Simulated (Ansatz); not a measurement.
The starting structures come from a database of crystals and need not be the phases stable at ambient conditions.

 Where the default PAW files enter, the runs use the earlier of Ansatz's two default sets.

Crystal: NaCNO (R3m, not sure to be the ambient phase, 4 atoms a cell, 14.8 Å³ an atom, -3 GPa at this level); planes in its conventional cell.

Level of theory: r2SCAN (plane waves, PAW; Ansatz, a first-principles code).

No gap correction and no spin-orbit coupling; mid-gap values are interpolated between computed energies.

| plane | area of the cell (Å²) | mid-gap κ (1/Å) | largest κ in the gap (1/Å) |
|---|---|---|---|
| (001) | 11.7 | 0.57 | 0.61 |
| (101) | 19.0 | [?] | [?] |
| (110) | 32.2 | [?] | [?] |

Task: The slowest decay depends on the direction. Supply the withheld values.

Result: 
- (101), mid-gap κ (1/Å): 0.51
- (101), largest κ in the gap (1/Å): 0.54
- (110), mid-gap κ (1/Å): 0.50
- (110), largest κ in the gap (1/Å): 0.52
